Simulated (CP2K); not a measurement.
## How far to go with the cutoff of the density grid: Pt (Fm-3m, 1 atom in the cell)

```
Pt
1.0
    2.76354     0.00000     0.00000
    1.38177     2.39330     0.00000
    1.38177     0.79777     2.25642
Pt
1
Cartesian
  0.00000   0.00000   0.00000
```

Method: PBEsol, GPW, DZVP-MOLOPT-SR-GTH basis, GTH-PBE potentials (GTH_POTENTIALS) (CP2K).

Base settings: CUTOFF = 500 Ry; REL_CUTOFF = 60 Ry; SMEAR/METHOD = GAUSSIAN; SIGMA = 0.1 eV; KPOINTS/SCHEME = MONKHORST-PACK 5 5 5; XC_FUNCTIONAL = PBE:PBESOL; Pt/BASIS_SET = DZVP-MOLOPT-SR-GTH-q18; Pt/POTENTIAL = GTH-PBE-q18; METHOD = GPW; EPS_DEFAULT = 1e-10.

The mesh stays at the base's, so the ladder's end is converged at best in this setting alone.

Only quantities that move along the ladder and can be compared are tabulated.

The starting cell has typed, rounded lattice constants, without a prior relaxation at this level. Its lattice was rescaled by up to half a per cent. Spin polarisation is off. Values carry the incompleteness of an atom-centred basis. The potentials were made for another functional than the one used. In the base run, with a pressure of about 9 GPa the cell is away from its equilibrium volume at this level. Without a gap this mesh is coarse (it stands for a supercell whose shortest vector is 14 Å).

| CUTOFF | free energy less the last step's (meV/atom) |
|---|---|
| 180 Ry | -1.44 |
| 200 Ry | -1.44 |
| 220 Ry | -1.16 |
| 250 Ry | -0.59 |
| 280 Ry | -0.59 |
| 300 Ry | -0.07 |
| 350 Ry | 0.01 |
| 400 Ry | -0.05 |
| 450 Ry | -0.05 |
| 500 Ry | -0.06 |
| 600 Ry | -0.05 |
| 680 Ry | -0.05 |
| 750 Ry | -0.05 |
| 1000 Ry | -0.02 |
| 1200 Ry | 0.00 |

Coarsest CUTOFF that holds the free energy within 1 meV/atom of the last step, with all finer ones: 250 Ry; the step before is off by 1.2 meV/atom.
